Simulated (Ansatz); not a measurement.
Input and output of a self-consistent single point for W (Im-3m, 1 atom in the cell) (Ansatz, a first-principles code).

Level of theory: PBE (plane waves, PAW; Ansatz).

The change in words: lattice scaled by 0.98; basis.ecutwfc: 30.9 Ry → 12.5 Ry. Reference geometry:
```
CELL_PARAMETERS angstrom
     -1.57210     1.57210     1.57210
      1.57210    -1.57210     1.57210
      1.57210     1.57210    -1.57210
ATOMIC_POSITIONS crystal
  W  0.00000 0.00000 0.00000
```

Reference input (self-consistent single point, DFT, PBE, plane waves, default PAW files): basis.ecutwfc = 30.9 Ry; kpoints.mp_grid.grid = 15 15 15; hamiltonian.xc = pbe; hamiltonian.pseudopotentials = {kind: paw} (the program's default PAW files); scf.occupations.method = fermi_dirac; scf.occupations.width = 0.0073 Ry. This run's input differs from it in these lines:

Ansatz 0.2 input:
```diff
@@ -2,5 +2,5 @@
   lattice:
-    - [-1.57210000, 1.57210000, 1.57210000]
-    - [1.57210000, -1.57210000, 1.57210000]
-    - [1.57210000, 1.57210000, -1.57210000]
+    - [-1.54065800, 1.54065800, 1.54065800]
+    - [1.54065800, -1.54065800, 1.54065800]
+    - [1.54065800, 1.54065800, -1.54065800]
   atoms:
@@ -8,3 +8,3 @@
 basis:
-  ecutwfc: 30.9 Ry
+  ecutwfc: 12.5 Ry
 kpoints:
```

Output, abridged:

```
SCF iter   1: F=—  HF=-10375.067138 eV  |F-HF|=—  |Δ(HF+E_count)|=         —  Δρ=1.43e-1  dr2=1.49e0  ethr=1.77e-3  ⟨swp⟩=4.1  Hψ=6620  notcnv=0
all-band conjugate gradients solve this SCF's bands
preconditioner: auto → none
SCF iter   2: F=—  HF=-10374.337350 eV  |F-HF|=—  |Δ(HF+E_count)|=   7.30e-1  Δρ=6.02e-2  dr2=1.78e-1  ethr=1.77e-3  ⟨swp⟩=2.0  Hψ=3596  notcnv=0  defer=4
SCF iter   3: F=—  HF=-10374.263557 eV  |F-HF|=—  |Δ(HF+E_count)|=   7.38e-2  Δρ=1.16e-2  dr2=5.94e-3  ethr=1.27e-3  ⟨swp⟩=3.0  Hψ=2597  notcnv=0  defer=4
SCF iter   4: F=—  HF=-10374.262120 eV  |F-HF|=—  |Δ(HF+E_count)|=   1.44e-3  Δρ=3.60e-4  dr2=6.76e-6  ethr=4.24e-5  ⟨swp⟩=1.0  Hψ=1316  notcnv=0  defer=4
SCF iter   5: F=—  HF=-10374.262098 eV  |F-HF|=—  |Δ(HF+E_count)|=   2.14e-5  Δρ=2.26e-5  dr2=5.69e-8  ethr=4.83e-8  ⟨swp⟩=2.0  Hψ=1563  notcnv=0  defer=4
SCF iter   6: F=-10374.262098 eV  HF=-10374.262098 eV  |F-HF|=7.28e-12  |Δ(HF+E_count)|=   2.41e-8  Δρ=1.10e-6  dr2=8.16e-11  ethr=4.07e-10  ⟨swp⟩=1.9  Hψ=4230  notcnv=0
SCF 1 converged in 6 iterations: F = -10374.262098 eV  dr2 = 8.16e-11
Free energy (F): -10374.262098 eV
Internal energy: -10374.243735 eV  (E = F + TS)
E sigma→0 (E₀):  -10374.252917 eV
Entropy (-TS):   -0.018363 eV (-18.363 meV/atom)
Fermi energy:    25.079421 eV
--- Forces (eV/Å), atoms counted from 1 ---
  atom   1  W     -0.00000000     0.00000000    -0.00000000
--- Stress (GPa, compression-positive) ---
       13.192427       0.000000       0.000000
        0.000000      13.192427      -0.000000
        0.000000      -0.000000      13.192427
  P = ⅓ Tr σ = 13.1924 GPa (131.924 kbar)
  The stress holds the Pulay correction. Without it, at fixed plane waves, as pw.x and ABINIT print it: P = -387.2823 GPa
```

The run converged in 6 iterations. Against the reference run the free energy rises by 10.5 eV/atom and the pressure goes from 12.41 to 13.19 GPa.

The starting cell has typed, rounded lattice constants, without a prior relaxation at this level. Its lattice was rescaled by up to half a per cent. For this run, on top of that: lattice scaled by 0.98. Spin polarisation is off. Ansatz's pressure includes its estimate of the finite-basis (Pulay) stress. Without the estimate this run gives -387.28 GPa. The cutoff lies below the one recommended for these files.
